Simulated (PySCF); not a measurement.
PySCF 2.14.0, PBE0/def2-svp, df: W(NH)(F)2(OH)2 ([NH]=[W]([OH])([OH])([F])[F]), 9 atoms. The geometry is a generated start, not checked to be a minimum at this level.

```json
{
  "task": "energy",
  "method": "pbe0",
  "basis": "def2-svp",
  "two_electron_scheme": "density fitting",
  "mol.max_memory": "3000 MB",
  "mf.max_cycle": "100",
  "mf.init_guess": "minao (default)",
  "mf.DIIS": "CDIIS (default)",
  "mf.diis_space": "8 (default)",
  "mf.conv_tol": "1e-09 (default)",
  "mf.grids.level": "3 (default)",
  "effective_core_potentials": "those of the basis set, past Kr",
  "basis_functions": "117",
  "grid_points": "124328"
}
```

```xyz
9

W     -0.0220     0.0561     0.0446
N      0.4712    -1.2549    -1.0696
H      0.7449    -2.0114    -1.6982
F      0.9965     0.0024     1.6972
F     -1.4262     1.1561    -0.7246
O     -1.3843    -0.6135     1.0977
H     -2.0840    -1.0634     1.5833
O      1.0515     1.5137    -0.3266
H      1.6524     2.2149    -0.6037
```

Charge 0 and multiplicity 1 are set for this test and not shown to be the ground state.

One run each on 2 threads, 1 BLAS thread. Values of level_shift (Hartree) tried: 0 (default), 0.1, 0.3, 1.

Q: Which value of level_shift (Hartree) needs the fewest Fock builds, and what happens away from it?

A: Fewest Fock builds, within one of each other: 0 (default) with 14, 0.1 with 14. The count rises to 34 at 1. All converge to one solution.

```json
[
 {"level_shift (Hartree)": "0 (default)", "Fock builds": "14", "end": "same solution"},
 {"level_shift (Hartree)": "0.1", "Fock builds": "14", "end": "same solution"},
 {"level_shift (Hartree)": "0.3", "Fock builds": "16", "end": "same solution"},
 {"level_shift (Hartree)": "1", "Fock builds": "34", "end": "same solution"}
]
```
